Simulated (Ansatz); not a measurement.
Given:

```
CELL_PARAMETERS angstrom
      5.82270     0.00000     0.00000
      0.00000     5.82270     0.00000
      0.00000     0.00000     5.82270
ATOMIC_POSITIONS crystal
  Cs 0.00000 0.00000 0.00000
  Pb 0.50000 0.50000 0.50000
  Br 0.50000 0.00000 0.50000
  Br 0.00000 0.50000 0.50000
  Br 0.50000 0.50000 0.00000
```

No spin polarisation.

Level of theory: PBE (Ansatz, a program for electronic structure, PAW, scalar-relativistic without spin-orbit coupling). k-mesh 6×6×6 (Γ-centred); smearing 0.05 eV (Fermi–Dirac).

Q: Estimate the band gap.

A: 1.42 eV.

Q: What is the computed pressure?

A: 2.10 GPa.

Q: What gap character does the calculation give?

A: Direct at R.

Spin-orbit coupling, missing from the scalar runs, can matter with Pb. The cells carry an imposed strain or load. Whether these cells are dynamically stable was not tested. The cell was made from CsPbBr3 in the cubic perovskite structure (space group Pm-3m, No. 221) by this change: isotropic strain −3.00 %. Many cubic perovskites are stable only at high temperature; tilts and polar distortions were not tested. This is not the structure that CsPbBr3 has at room temperature and ambient pressure.
